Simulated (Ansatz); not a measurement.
## SiO2 under a change: isotropic strain +1.50 %

Take SiO₂ (space group P3_221, No. 154; a = 5.0221 Å, c = 5.5103 Å) as the base.

The change: every lattice vector is stretched by 1.50 %; the atoms relax in the strained cell.

Calculations: Ansatz (a program for electronic structure), PBE, PAW, cutoff 420 eV, no spin-orbit coupling. Γ-centred 8×8×6 mesh, Fermi–Dirac width 0.05 eV.

The volume per atom grows by 0.61 Å³ (13.37 Å³ → 13.98 Å³) and the space group remains P3_221 (No. 154). The energy goes up by 2.5 meV/atom and the pressure (mean of the normal stresses, compression positive) goes from zero to -1.30 GPa. The band gap shrinks by 0.146 eV, from 5.68 eV to 5.54 eV and the gap character becomes indirect, M → Γ (base: indirect, K → Γ). The smallest direct gap shrinks by 0.22 eV, from 6.01 eV to 5.79 eV and the width of the top valence band increases by 0.04 eV, from 0.57 eV to 0.61 eV. The electron mass stays 0.51 mₑ (at Γ) and the largest internal atomic displacement comes out as 0.166 Å.

Final structure:

```
CELL_PARAMETERS angstrom
      5.09744     0.00000     0.00000
     -2.54872     4.41451     0.00000
      0.00000     0.00000     5.59293
ATOMIC_POSITIONS crystal
  Si 0.48878 0.48878 0.00000
  Si 0.51122 0.00000 0.66667
  Si 0.00000 0.51122 0.33333
  O  0.41720 0.18501 0.85244
  O  0.81499 0.23218 0.51910
  O  0.18501 0.41720 0.14756
  O  0.58280 0.76782 0.81423
  O  0.23218 0.81499 0.48090
  O  0.76782 0.58280 0.18577
```

Masses are band curvatures over ±0.01 Å⁻¹ around the edge. Gaps are read on the SCF mesh and a high-symmetry path. Stability against distortions was not tested.
